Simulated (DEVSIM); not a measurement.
illuminated GaAs p-on-n cell, one wavelength

System: illuminated GaAs p-on-n cell, one wavelength, at 300 K.

```
layer (left to right)  material  thickness (μm)  Nd (cm⁻³)  Na (cm⁻³)   τn (s)   τp (s)  absorption coefficient (cm⁻¹)
---------------------  --------  --------------  ---------  ---------  -------  -------  -----------------------------
1                          GaAs           0.280          -     9.9e17  5.9e-10  1.4e-10                          25000
2                          GaAs            1.10     8.2e16          -   1.1e-9   1.1e-9                          25000
```

Left contact: ohmic, minority electron recombination velocity 20 cm/s. Right contact: ohmic, minority hole recombination velocity 30 cm/s. Voltage is applied to the left contact. Recombination: SRH at mid-gap, radiative, Auger. Light enters at the left, 2.1e17 photons cm⁻² s⁻¹, one pass, no reflection. Mobility is constant in doping.

Constants are typed, rounded textbook-type inputs, not results; the design itself was drawn at random and stands for no fabricated device. Values at 300 K.

```csv
parameter,GaAs
gap (eV),1.424
affinity (eV),4.07
permittivity,12.9
Nc (cm⁻³),4.7e17
Nv (cm⁻³),9e18
μn (cm²/Vs),8500
μp (cm²/Vs),400
B (cm³/s),2e-10
Cn (cm⁶/s),1e-30
Cp (cm⁶/s),1e-30
```

Simulated with DEVSIM: 1D drift-diffusion, Boltzmann statistics, complete ionisation; no tunnelling, impact ionisation, image-force lowering or self-heating.

```yaml
potential_step_across_the_device_at_zero_bias: 1.322 V
largest_field_in_the_device_at_zero_bias: 160000 V/cm
Dark forward voltage at 1 A/cm²: 1.067 V
Dark forward voltage at 100 A/cm²: 1.199 V
short_circuit_current: 30.9 mA/cm²
open_circuit_voltage: 0.948 V
fill_factor: 0.81
largest_power: 23.7 mW/cm²
share_of_generated_pairs_collected_at_short_circuit: 0.949
```

Current under light (generator sign):

```csv
V (V),J (mA/cm²)
0.00,30.9
0.16,30.9
0.32,30.8
0.48,30.7
0.64,30.6
0.80,29.5
0.82,28.9
0.84,28.0
0.86,26.7
0.88,24.5
0.90,21.0
0.92,15.4
0.94,5.91
0.96,-10.4
```

Small-signal capacitance in reverse bias (quasi-static):

| V (V) | C (nF/cm²) |
|---|---|
| -0.04 | 72.7 |
| -0.1 | 71.1 |
| -0.2 | 68.6 |
| -0.3 | 66.4 |
| -0.4 | 64.4 |
| -0.6 | 60.9 |
| -0.8 | 57.9 |
| -1 | 55.2 |
| -1.3 | 51.9 |
| -1.6 | 49.1 |
| -2 | 46.0 |
